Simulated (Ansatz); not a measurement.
NaF (model structure, started from the wurtzite type, P6₃/mmc, No. 194, 4 atoms in the cell) was calculated with LDA in Ansatz (PAW).

Numerical settings: plane-wave cutoff 520 eV, 12×12×8 k mesh (along the axes of the cell as run), Fermi–Dirac smearing 0.01 eV, scalar-relativistic PAW data made under PBE.

Cell (relaxed with PBEsol):

```cif
data_F2Na2
_chemical_formula_sum 'Na2 F2'
_space_group_name_H-M_alt 'P 1'
_space_group_IT_number 1
_cell_length_a 3.89223
_cell_length_b 3.89223
_cell_length_c 4.58412
_cell_angle_alpha 90.000
_cell_angle_beta 90.000
_cell_angle_gamma 120.000
loop_
_space_group_symop_operation_xyz
  'x, y, z'
loop_
_atom_site_label
_atom_site_type_symbol
_atom_site_fract_x
_atom_site_fract_y
_atom_site_fract_z
_atom_site_occupancy
Na1 Na 0.66667 0.33333 0.06261 1
Na2 Na 0.33333 0.66667 0.56261 1
F1 F 0.66667 0.33333 0.56259 1
F2 F 0.33333 0.66667 0.06259 1
```

Q: Give the computed band gap.

A: 
band gap: 5.33 eV (direct)

Note: the relaxation could raise the start's symmetry but not lower it, so the cell can be a saddle point; cell and atoms aren't relaxed at this level (pressure -3.2 GPa).

A model structure was made by putting elements into a prototype or built by hand; it is no filed structure, need not be a known phase, and can be a saddle point held by its symmetry.

Ansatz is a program for electronic structure.
